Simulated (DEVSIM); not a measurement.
Structure: Au/SiO2/p-GaAs capacitor, at 300 K.

Layer 1 from the left is SiO2, thickness (nm) 12.0. Layer 2 from the left is GaAs, thickness (nm) 12000, Na (cm⁻³) 3e15.

Metal gate on the left, work function 5.1 eV. Fixed charge at the semiconductor interface -2.4e10 cm⁻² (in units of +e); interface traps 2e12 cm⁻² eV⁻¹, uniform in energy, neutral level at 0.3 of the gap above the valence band.

Constants are typed, rounded textbook-type inputs, not results; the design itself was drawn at random and stands for no fabricated device. Values at 300 K.

SiO2: gap (eV) 9, affinity (eV) 0.9, permittivity 3.9. GaAs: gap (eV) 1.424, affinity (eV) 4.07, permittivity 12.9, Nc (cm⁻³) 4.7e17, Nv (cm⁻³) 9e18.

Simulated with DEVSIM: 1D Poisson equation in equilibrium, Boltzmann statistics, complete ionisation; no quantum confinement or tunnelling. Metal contacts follow the ideal Schottky-Mott rule: no Fermi-level pinning, no interface dipoles.

What does the simulation give for the minimum of the low-frequency capacitance, the flat-band voltage?

minimum of the low-frequency capacitance 0.155 μF/cm²; flat-band voltage -0.42 V.
